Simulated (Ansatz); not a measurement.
Consider the following.

```yaml
crystal:
  lattice:
    - [4.03396, 0.00000, 0.00000]
    - [-2.01698, 3.49351, 0.00000]
    - [0.00000, 0.00000, 5.20994]
  atoms:
    - { symbol: Ba, position: [0.00000, 0.00000, 0.00000] }
    - { symbol: Si, position: [0.66667, 0.33333, 0.56097] }
    - { symbol: Si, position: [0.33333, 0.66667, 0.43903] }
```

Method: PBEsol, DFPT electron-phonon coupling, linearised Boltzmann equation (plane waves, PAW, scalar-relativistic; Ansatz, an electronic-structure program). Cell: relaxed with this functional, without spin-orbit coupling.

Predict the intrinsic resistivity at 300 K.

22 (x), 22 (y), 40 (z) μΩ·cm.

How long is the mean free path there?

9.2 (x), 9.2 (y), 7.7 (z) nm, weighted by the current that each state carries. Wires not much wider than this gain resistivity from their walls.

A metal at this level (no band gap). Only scattering by harmonic phonons is included (no impurities, grain boundaries, electron-electron scattering or thermal expansion). Spin-orbit coupling is left out. The run warned that the eigensolver left some states short of its tolerance. Halving the electron mesh (24x24x16) moves the resistivity by up to 9 % at 300 K, the mean free path by up to 5 %. Smearing 0.20 eV; phonons on a 4x4x3 q mesh, which this run doesn't test.

Computed structure with no diffraction record at hand here (it may be known, metastable or hypothetical): BaSi2 (P-3m1).
